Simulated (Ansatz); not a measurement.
Crystal: Na2H6PtO6 (P-3, not sure to be the ambient phase, 15 atoms a cell, 8.9 Å³ an atom, -2 GPa at this level); planes in its conventional cell.

Calculation: r2SCAN (plane waves, PAW; Ansatz, an electronic-structure program).

No gap correction and no spin-orbit coupling; mid-gap values are interpolated between computed energies.

```
plane  area of the cell (Å²)  mid-gap κ (1/Å)  largest κ in the gap (1/Å)
-----  ---------------------  ---------------  --------------------------
(110)                   45.5             0.42                        0.44
(111)                   54.3       (withheld)                  (withheld)
```

**Question.** The slowest decay depends on the direction. Supply the withheld values.

**Answer.** 
- (111), mid-gap κ (1/Å): 0.46
- (111), largest κ in the gap (1/Å): 0.47
